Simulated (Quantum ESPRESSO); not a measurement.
Density of states of Si2W (I4/mmm, 3 atoms in the cell).

```xyz
3
Lattice="-1.6069 1.6069 3.9150 1.6069 -1.6069 3.9150 1.6069 1.6069 -3.9150" Properties=species:S:1:pos:R:3 pbc="T T T"
Si     0.0000     0.0000     2.6207
Si     0.0000     0.0000     5.2092
W      0.0000     0.0000     0.0000
```

Computed with revPBE, GBRV 1.5 ultrasoft (PBE) pseudopotentials (plane waves; Quantum ESPRESSO).

SCF settings: ecutwfc = 40 Ry; ecutrho = 320 Ry; occupations = smearing; smearing = cold; degauss = 0.019992 Ry; input_dft = revpbe; potentials = {Si: si_pbe_v1.uspp.F.UPF, W: w_pbe_v1.2.uspp.F.UPF}; K_POINTS = automatic 12 12 12 0 0 0; conv_thr = 1e-11 Ry; mixing_beta = 0.3. Keys of the DOS step: nscf.calculation = nscf; nscf.verbosity = high; nscf.occupations = tetrahedra_opt; nscf.nbnd = 18; nscf.startingwfc = random; nscf.diago_thr_init = 1e-06; nscf.diagonalization = cg; nscf.K_POINTS = automatic 24 24 24 0 0 0; dos.x.fildos = dos.dat; dos.x.Emin = -15 eV; dos.x.Emax = 30 eV; dos.x.DeltaE = 0.1 eV.

The starting cell comes from a database of published, mostly measured structures (it also holds non-ambient and calculated ones), without a prior relaxation at this level. Spin-orbit coupling is off. Spin polarisation is off.

Total DOS (both spins), as means of the tabulated values in each energy bin; the zero is the program's Fermi level or highest filled level, and the curve is cut to this window:

```
E (eV) | states/eV/cell
    -7.75 | ##### 0.61
    -7.25 | ##### 0.63
    -6.75 | ####### 0.87
    -6.25 | ######### 1.21
    -5.75 | ######## 1.07
    -5.25 | ###### 0.73
    -4.75 | ####### 0.98
    -4.25 | ########### 1.50
    -3.75 | ########## 1.37
    -3.25 | ############## 1.87
    -2.75 | ############################## 3.94
    -2.25 | ########################## 3.42
    -1.75 | ########## 1.28
    -1.25 | ###### 0.85
    -0.75 | ###### 0.79
    -0.25 | #### 0.54
     0.25 | ### 0.40
     0.75 | ##### 0.68
     1.25 | ######## 1.01
     1.75 | ############ 1.59
     2.25 | ################# 2.29
     2.75 | ################## 2.37
```

Around zero the curve holds about 0.2 states/eV/cell.
